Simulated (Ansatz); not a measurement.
Sr: biaxial strain +1.00 %, plane normal [001], relaxed out of plane

The reference is Sr in the fcc (Cu type) structure (space group Fm-3m, No. 225; a = 5.923 Å). Axes: x, y, z lie along the cube axes.

It is then changed as follows: biaxial strain +1.00 %, plane normal [001], relaxed out of plane (Cartesian); in-plane vectors clamped, the third vector and the atoms free.

Method: PBEsol (Ansatz, a quantum-chemistry and plane-wave program), spin-orbit coupling left out. k-mesh 14×14×14 (Γ-centred); smearing 0.05 eV (Fermi–Dirac).

The volume per atom rises by 0.29 Å³ to 52.22 Å³ and the space group changes from Fm-3m (No. 225) to I4/mmm (No. 139). The shortest interatomic distance drops by 0.9 pm, from 418.8 pm to 417.9 pm and the energy grows by 0.4 meV/atom. The band gap is still zero and the out-of-plane strain comes out as -1.43 % (rough).

Without a gap, meshes like the base's 14×14×14 leave anisotropic stresses uncertain by several tenths of a GPa, and small strain energies with them. Whether these cells are dynamically stable was not tested.
